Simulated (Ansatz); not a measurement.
Take CdSe in the zinc blende structure (space group F-43m, No. 216) as the base.

```
CELL_PARAMETERS angstrom
      0.00000     3.06664     3.06664
      3.06664     0.00000     3.06664
      3.06664     3.06664     0.00000
ATOMIC_POSITIONS crystal
  Se 0.75000 0.75000 0.75000
  Cd 0.00000 0.00000 0.00000
```

Cartesian axes are those of the cell as printed.

Level of theory: r2SCAN (Ansatz, a first-principles code; PAW; 500 eV plane waves; scalar-relativistic without spin-orbit coupling).

Strains are applied to the cell and any free atomic positions relax; under biaxial strain the out-of-plane vector relaxes too.

One change was made to it. Results:

```tsv
quantity	base	after
energy relative to the base (free energy F)	0 meV/atom	+7.9 meV/atom
band gap	1.04 eV	0.98 eV
shortest interatomic distance	2.656 Å	2.632 Å
```

Problem. What was done to the base?
(A) biaxial strain −2.42 %, plane normal [110], relaxed out of plane
(B) isotropic strain −3.15 %
(C) isotropic strain −0.61 %
(D) biaxial strain +0.71 %, plane normal [110], relaxed out of plane

Solution. A, biaxial strain −2.42 %, plane normal [110], relaxed out of plane. For comparison, the energy relative to the base in the other runs: biaxial strain +0.71 %, plane normal [110], relaxed out of plane gives +0.7 meV/atom; isotropic strain −3.15 % gives +47 meV/atom; isotropic strain −0.61 % gives +1.6 meV/atom.

A biaxial case was relaxed in a doubled cell and then solved in the primitive one. No phonon test of stability was made.
